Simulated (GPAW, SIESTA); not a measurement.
A SIESTA input for a self-consistent single point of ZnO (P6_3mc, 4 atoms in the cell) (DFT, GGA PBEsol, numerical atomic orbitals DZP, PseudoDojo PBEsol standard norm-conserving potentials (rewritten from UPF to PSML)):

```
# files in the folder: Zn.psml O.psml (PseudoDojo PBEsol standard)
SystemName  ZnO
SystemLabel siesta

NumberOfAtoms                4
NumberOfSpecies              2
%block ChemicalSpeciesLabel
  1 30 Zn
  2 8 O
%endblock ChemicalSpeciesLabel
LatticeConstant              1.0 Ang
%block LatticeVectors
     3.237350000    0.000000000    0.000000000
    -1.618675000    2.803627000    0.000000000
     0.000000000    0.000000000    5.222060000
%endblock LatticeVectors
AtomicCoordinatesFormat      Bohr
%block AtomicCoordinatesAndAtomicSpecies
     3.058855494    1.766027296    4.939953878  1
    -0.000003059    3.532059890    0.005822275  1
     3.058855494    1.766027296    8.681308508  2
    -0.000003059    3.532059890    3.747176905  2
%endblock AtomicCoordinatesAndAtomicSpecies

XC.functional                GGA
XC.authors                   PBEsol
PAO.BasisSize                DZP
PAO.EnergyShift              0.01 Ry
MeshCutoff                   300 Ry
%block kgrid.MonkhorstPack
    8   0   0  0.0
    0   8   0  0.0
    0   0   5  0.0
%endblock kgrid.MonkhorstPack
OccupationFunction           FD
ElectronicTemperature        20.0 meV

MaxSCFIterations             150
SCF.Mixer.Method             Pulay
SCF.Mixer.Weight             0.25
SCF.Mixer.History            8
SCF.DM.Tolerance             1.0E-04
Diag.ParallelOverK           true
WriteForces                  true
```

**Question.** Translate this input to GPAW.

**Answer.** One input that does it (others would too):

```python
from ase import Atoms
from ase.units import GPa
from gpaw import GPAW

atoms = Atoms(['Zn', 'Zn', 'O', 'O'],
              cell=[[3.237350, 0.000000, 0.000000],
                    [-1.618675, 2.803627, 0.000000],
                    [0.000000, 0.000000, 5.222060]],
              positions=[[1.618677, 0.934541, 2.614111],
                         [-0.000002, 1.869086, 0.003081],
                         [1.618677, 0.934541, 4.593951],
                         [-0.000002, 1.869086, 1.982921]],
              pbc=True)

calc = GPAW(mode={'name': 'pw', 'ecut': 950},
            xc='PBEsol',
            kpts={'size': (8, 8, 5), 'gamma': True},
            occupations={'name': 'fermi-dirac', 'width': 0.02},
            nbands=-4,
            convergence={'density': 1e-05, 'energy': 1e-05, 'bands': -2},
            symmetry={'symmorphic': False, 'tolerance': 0.0005},
            maxiter=150)

atoms.calc = calc

energy = atoms.get_potential_energy()
print('Energy (eV):', round(energy, 6))
forces = atoms.get_forces()
print('Forces (eV/Ang):')
print(forces.round(5))
stress = atoms.get_stress()
print('Stress (GPa, Voigt):', (stress / GPa).round(4))
```

Basis settings and potentials, where a program has them, do not carry over. This input uses DFT PBEsol, plane waves, GPAW PAW datasets PBEsol (made by gpaw-setup).

The starting cell comes from a database of computed structures (which also holds hypothetical and non-ambient phases and stackings), without a prior relaxation at this level.
